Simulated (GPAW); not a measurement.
```xyz
4
Lattice="4.0614 0.0000 0.0000 0.0000 4.0614 0.0000 0.0000 0.0000 4.0614" Properties=species:S:1:pos:R:3 pbc="T T T"
Sc     0.0000     0.0000     0.0500
Ga     2.0307     2.0307     0.0000
Ga     0.0000     2.0307     2.0307
Ga     2.0307     0.0000     2.0307
```

Method of the run: PBEsol, GPAW PAW datasets PBEsol (made by gpaw-setup) (plane waves; GPAW 25.7.0).

The set-up and first iterations of a GPAW log for ScGa3 (P4mm, 4 atoms in the cell):

```
Input parameters:
  convergence: {density: 1e-05,
                energy: 1e-05}
  kpts: {gamma: True,
         size: (4, 4, 4)}
  maxiter: 150
  mode: {ecut: 800,
         name: pw}
  nbands: 10
  occupations: {name: methfessel-paxton,
                order: 0,
                width: 0.1}
  symmetry: {symmorphic: False,
             tolerance: 0.0005}
  xc: PBEsol

species:
  Sc:
    name: Scandium
    Z: 21.0
    valence: 11
    core: 10
    charge: 0.0
    file: Sc.PBEsol.gz

    # Using partial waves for Sc as LCAO basis

  Ga:
    name: Gallium
    Z: 31.0
    valence: 3
    core: 28
    charge: 0.0
    file: Ga.PBEsol.gz

    # Using partial waves for Ga as LCAO basis

Reference energy: -179297.401808  # eV

Spin-paired calculation

Convergence criteria:
 Maximum [total energy] change in last 3 cyles: 1e-05 eV / valence electron
 Maximum integral of absolute [dens]ity change: 1e-05 electrons / valence electron
   [... lines left out ...]

Eigensolver

Densities:
  Coarse grid: 27*27*27 grid
  Fine grid: 54*54*54 grid
  Total Charge: 0.000000

Density mixing:
  Method: separate
  Backend: pulay
  Linear mixing parameter: 0.05
  old densities: 5
  Damping of long wavelength oscillations: 50

Hamiltonian:
  XC and Coulomb potentials evaluated on a 54*54*54 grid
  External potential:
    NoExternalPotential

XC parameters: PBEsol with 2 nearest neighbor stencil

Number of atoms: 4
Number of atomic orbitals: 25
Number of bands in calculation: 10
Number of valence electrons: 20
Bands to converge: occupied

Density initialized from atomic densities
  10 bands from LCAO basis set

Atomic positions and initial magnetic moments

Positions:
   0 Sc     0.000000    0.000000    0.049999    ( 0.0000,  0.0000,  0.0000)
   1 Ga     2.030676    2.030676    0.000000    ( 0.0000,  0.0000,  0.0000)
   2 Ga     0.000000    2.030676    2.030676    ( 0.0000,  0.0000,  0.0000)
   3 Ga     2.030676    0.000000    2.030676    ( 0.0000,  0.0000,  0.0000)

Unit cell:
           periodic     x           y           z      points  spacing
  1. axis:    yes    4.061351    0.000000    0.000000    27     0.1504
  2. axis:    yes    0.000000    4.061351    0.000000    27     0.1504
  3. axis:    yes    0.000000    0.000000    4.061351    27     0.1504

  Lengths:   4.061351   4.061351   4.061351
  Angles:   90.000000  90.000000  90.000000

Effective grid spacing dv^(1/3) = 0.1504
     iter     time        total  log10-change:
                         energy   eigst   dens
iter:   1 --:--:--   -16.796901
iter:   2 --:--:--   -16.840714   +0.07  -1.08
iter:   3 --:--:--   -16.718252   +0.48  -1.11
iter:   4 --:--:--   -16.830764   +0.08  -1.75
iter:   5 --:--:--   -17.240128   +0.20  -1.64
```

### Question
How does the run end?

### Answer
The run ended unconverged after 150 iterations. It gives no final result for the task that was set. The log goes on:

```
   [... 23 lines left out ...]
iter:  29 --:--:--   -16.762693   -2.48  -2.60
iter:  30 --:--:--   -16.763953   -2.34  -2.67
iter:  31 --:--:--   -16.768677   -1.94  -2.59
   [... lines left out ...]
iter: 149 --:--:--   -16.770023c  -4.00  -4.75
iter: 150 --:--:--   -16.770033c  -4.17  -4.72

Did not converge!

Here are some tips:

1) Make sure the geometry and spin-state is physically sound.
2) Use less aggressive density mixing.
3) Solve the eigenvalue problem more accurately at each scf-step.
4) Use a smoother distribution function for the occupation numbers.
5) Try adding more empty states.
6) Use enough k-points.
7) Don't let your structure optimization algorithm take too large steps.
8) Solve the Poisson equation more accurately.
9) Better initial guess for the wave functions.

See details here:

    https://gpaw.readthedocs.io/documentation/convergence.html
Traceback (most recent call last):
   [... frames left out ...]
gpaw.KohnShamConvergenceError: Did not converge!  See text output for help.
```

The starting cell comes from a database of computed structures (which also holds hypothetical and non-ambient phases and stackings), without a prior relaxation at this level. Its lattice was rescaled by up to half a per cent. One atom was moved a little off its site on purpose.

The run was DFT PBEsol, plane waves, GPAW PAW datasets PBEsol (made by gpaw-setup). Main settings of its input:

* **mode**: pw
* **ecut**: 800 eV
* **xc**: PBEsol
* **kpts**: 4 4 4
* **mesh shift (steps)**: 0 0 0
* **occupations.name**: methfessel-paxton
* **occupations.width**: 0.1 eV
* **occupations.order**: 0
* **nbands**: 10
* **convergence.density**: 1e-05 e/electron
* **convergence.energy**: 1e-05 eV/electron
* **symmetry.symmorphic**: false
